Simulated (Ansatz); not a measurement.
## Ansatz run on ScAg2 (I4/mmm, 3 atoms in the cell): self-consistent single point

Computed with LDA (PW92), default PAW files made with PBE (plane waves; Ansatz, an electronic-structure program).

This input was run:

Ansatz 0.2 input:
```yaml
crystal:
  lattice:
    - [-1.774437, 1.774437, 4.476600]
    - [1.774437, -1.774437, 4.476600]
    - [1.774437, 1.774437, -4.476600]
  atoms:
    - { symbol: Sc, position: [0.000000, 0.000000, 0.000000] }
    - { symbol: Ag, position: [0.666640, 0.666640, 0.000000] }
    - { symbol: Ag, position: [0.333360, 0.333360, 0.000000] }
basis:
  ecutwfc: 420.0
kpoints:
  mp_grid: { grid: [13, 13, 13] }
hamiltonian:
  xc: lda
  pseudopotentials: { kind: paw }
scf:
  occupations: { method: fermi_dirac, width: 0.1 }
output:
  forces: true
  eigenvalues: true
  stress: true
```

The program printed (abridged):

```
WARN ansatz: RAYON_NUM_THREADS=1 ignored (pool sized by the plan → 1); use --threads N
basis.fft_grid_basis auto: the FFT boxes are laid along the combinations [[1, 0, 1], [0, 1, 1], [0, 0, 1]] of the cell's own vectors, 3.549, 3.549 and 5.132 Å …
Pseudopotentials: kind: paw
Pseudopotential: Sc, paw, valence charge 11
Pseudopotential: Ag, paw, valence charge 19
Crystal: 3 atoms, lattice volume = 56.381 Å³
Basis set: ecut = 420 eV, 1087 PW (Γ), FFT grids on a1+a3, a2+a3, a3
Bands: 30, of which v1, the nominal top of the filled ones, is band 25 counted from 1 (24 counted from 0)
Symmetry: 16 space group operations
Space group: I4/mmm (ITA 139), of the structure as read, at distance tolerance 3.8e-5 Å
k-points: 196 of 2197
PAW frozen core: Sc, regenerated for the run's functional, and the local potential with it
PAW frozen core: Ag, regenerated for the run's functional, and the local potential with it
Initial density: superposition of atomic densities (neutral atoms: chi_scale 0, normalization atom), corrected by the library's trained network
Initial wavefunctions: pseudopotential atomic-orbital guess
Eigensolver: davidson
Functional: x = slater, c = lda
SCF iter   1: F=—  HF=-17006.343579 eV  |F-HF|=—  |Δ(HF+E_count)|=         —  Δρ=1.10e-2  dr2=5.62e-2  ethr=1.77e-3  ⟨swp⟩=3.9  Hψ=18781  notcnv=0
all-band conjugate gradients solve this SCF's bands
preconditioner: auto → Kerker (q_TF=auto, 2.665 Å⁻¹)
SCF iter   2: F=—  HF=-17006.329276 eV  |F-HF|=—  |Δ(HF+E_count)|=   1.43e-2  Δρ=3.72e-3  dr2=4.54e-3  ethr=1.15e-4  ⟨swp⟩=2.0  Hψ=10668  notcnv=0
SCF iter   3: F=—  HF=-17006.328159 eV  |F-HF|=—  |Δ(HF+E_count)|=   1.12e-3  Δρ=1.53e-3  dr2=6.20e-4  ethr=9.26e-6  ⟨swp⟩=2.6  Hψ=8692  notcnv=0
SCF iter   4: F=—  HF=-17006.328049 eV  |F-HF|=—  |Δ(HF+E_count)|=   1.10e-4  Δρ=3.15e-4  dr2=5.04e-5  ethr=1.26e-6  ⟨swp⟩=2.1  Hψ=7940  notcnv=0
SCF iter   5: F=—  HF=-17006.328046 eV  |F-HF|=—  |Δ(HF+E_count)|=   3.28e-6  Δρ=7.56e-5  dr2=5.77e-6  ethr=1.03e-7  ⟨swp⟩=2.7  Hψ=9062  notcnv=0
SCF iter   6: F=—  HF=-17006.328044 eV  |F-HF|=—  |Δ(HF+E_count)|=   1.68e-6  Δρ=2.04e-5  dr2=2.57e-7  ethr=1.18e-8  ⟨swp⟩=2.0  Hψ=8293  notcnv=0
SCF iter   7: F=-17006.328044 eV  HF=-17006.328044 eV  |F-HF|=7.18e-9  |Δ(HF+E_count)|=   5.85e-8  Δρ=4.04e-6  dr2=1.26e-8  ethr=2.04e-10  ⟨swp⟩=5.0  Hψ=22429  notcnv=0
SCF 1 converged in 7 iterations: F = -17006.328044 eV  dr2 = 1.26e-8
SCF converged after 7 iterations
Free energy (F): -17006.328044 eV
Harris-Foulkes:  -17006.328044 eV  (|F-HF|=7.18e-9)
Internal energy: -17006.286073 eV  (E = F + TS)
E sigma→0 (E₀):  -17006.307059 eV
Entropy (-TS):   -0.041971 eV (-13.990 meV/atom)
Fermi energy:    14.509192 eV
--- Per-component energies (eV) ---
  E_band       = -705.432085
  E_kinetic    = 1314.227404
  E_local      = -5735.988881  (includes V_loc(G=0)·N_el)
  E_nonlocal   = 254.391226
  E_hartree    = 2499.910808
  E_xc         = -471.814762
  E_vxc        = -599.484545  (∫ρ·V_xc dr)
  E_paw        = -8447.043988  (= ΣΔE_a)
  E_vpaw       = -938.392697  (= ΣTr[D̂ρ^β])
  E_aug_tail   = 0.000539  (compensation charges beyond the density's cutoff)
  E_ewald      = -6421.722957
  E_core_change = 1.754538  (= ΣΔE_core)
  E_smearing   = -0.041971  (= −TS)
  E_closure    = -0.000000  (closes the sum)
  Σ components = -17006.328044   (vs F -17006.328044, Δ=0.00e0)
--- Forces (eV/Å), atoms counted from 1 ---
  atom   1  Sc    -0.00000000     0.00000000     0.00000000
  atom   2  Ag     0.00000000    -0.00000000     0.01242919
  atom   3  Ag    -0.00000000     0.00000000    -0.01242919
  max |Σ_I F_I| component: 1.39e-17 eV/Å
--- Stress (GPa, compression-positive) ---
       -7.306117       0.000000       0.000000
        0.000000      -7.306117       0.000000
       -0.000000      -0.000000      -8.697323
  P = ⅓ Tr σ = -7.7699 GPa (-77.699 kbar)
  The stress holds the Pulay correction. Without it, at fixed plane waves, as pw.x and ABINIT print it: P = -7.7845 GPa
--- Band table (eV; the first three rows and the last of 196) ---
  k-point 0: bands = ["-77.7426", "-77.7312", "-41.3020", "-41.2719", "-41.2719", "-41.2434", "-41.2272", "-41.2272", "-34.9441", "-13.8450", "-13.7971", "-13.7971", "7.3308", "8.8166", "9.1871", "9.3251", "9.5274", "9.7499", "9.7499", "9.7836", [...]
  k-point 1: bands = ["-77.7423", "-77.7315", "-41.3021", "-41.2726", "-41.2717", "-41.2417", "-41.2297", "-41.2271", "-34.9432", "-13.8438", "-13.8027", "-13.8022", "7.4938", "8.8562", "9.2076", "9.2714", "9.4953", "9.6700", "9.7364", "9.7504", [...]
  k-point 2: bands = ["-77.7415", "-77.7322", "-41.3020", "-41.2745", "-41.2706", "-41.2374", "-41.2367", "-41.2270", "-34.9408", "-13.8405", "-13.8177", "-13.8161", "7.9386", "8.9688", "9.0876", "9.2567", "9.5322", "9.5486", "9.6696", "9.7588", [...]
  k-point 195: bands = ["-77.7407", "-77.7331", "-41.2801", "-41.2738", "-41.2730", "-41.2677", "-41.2253", "-41.2249", "-34.9426", "-13.8495", "-13.8023", "-13.7961", "8.5339", "8.5695", "8.7929", "9.2575", "9.3608", "9.4198", "10.0398", "10.1020", [...]
```

The run converged in 7 iterations.

The starting cell comes from a database of computed structures (which also holds hypothetical and non-ambient phases and stackings), without a prior relaxation at this level. Its lattice was rescaled by up to half a per cent. With a pressure of about -8 GPa the cell is away from its equilibrium volume at this level. Ansatz's pressure includes its estimate of the finite-basis (Pulay) stress.
